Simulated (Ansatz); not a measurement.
Input:

End structure of a constructed model of the (111)A surface of zinc-blende AlAs (in the relaxation 1 As–As bonds broke), Al-terminated, 2x2 As adatom at T4 (bottom of the slab: 3 H on 4 bottom sites):

```
CELL_PARAMETERS angstrom
      8.10148     0.00000     0.00000
     -4.05074     7.01609     0.00000
      0.00000     0.00000    30.00000
ATOMIC_POSITIONS crystal
  As 0.00245 0.99714 0.32461
  As 0.49538 0.99769 0.32497
  As 0.00245 0.50530 0.32461
  As 0.50067 0.50033 0.30763
  Al 0.34637 0.19346 0.34641
  Al 0.83426 0.16713 0.34716
  Al 0.34637 0.65291 0.34641
  Al 0.80683 0.65341 0.34724
  As 0.33333 0.16667 0.42954
  As 0.83333 0.16667 0.42954
  As 0.33333 0.66667 0.42954
  As 0.83333 0.66667 0.42954
  Al 0.16667 0.33333 0.45710
  Al 0.66667 0.33333 0.45710
  Al 0.16667 0.83333 0.45710
  Al 0.66667 0.83333 0.45710
  As 0.16631 0.33315 0.54172
  As 0.67352 0.34657 0.53925
  As 0.15290 0.82645 0.53920
  As 0.67352 0.82695 0.53925
  Al 0.00205 0.00462 0.57234
  Al 0.49976 0.99988 0.55112
  Al 0.00205 0.49743 0.57234
  Al 0.49542 0.49771 0.57214
  As 0.00628 0.01304 0.65859
  As 0.49947 0.99974 0.62873
  As 0.00628 0.49325 0.65859
  As 0.48651 0.49326 0.65845
  Al 0.36526 0.13434 0.68075
  Al 0.76845 0.13423 0.68073
  Al 0.36526 0.73092 0.68075
  Al 0.83301 0.66650 0.66307
  H  0.99924 0.00472 0.27390
  H  0.50448 0.00224 0.27425
  H  0.99924 0.49452 0.27390
  As 0.49965 0.99983 0.74087
```

Slab: 36 atoms, 14.0 Å thick at the start with caps and adatoms (thin: gaps and levels are the slab's own); k 3x3x1, smearing 0.025 eV, dipole-corrected; 8 atoms held, the rest relaxed; start symmetry kept, larger cells not searched; no spin, no spin-orbit, no U. In PBE it lies 0.03 eV a 1x1 cell over the lowest computed structure of the same composition (2x2 As adatom at H3).

Task: What highest filled level below the top vacuum level does PBE run with Ansatz (a first-principles code) give?

Result: 5.15 eV

Task: What is the computed gap of the slab on its k-mesh (PBE)?

Result: 0.62 eV
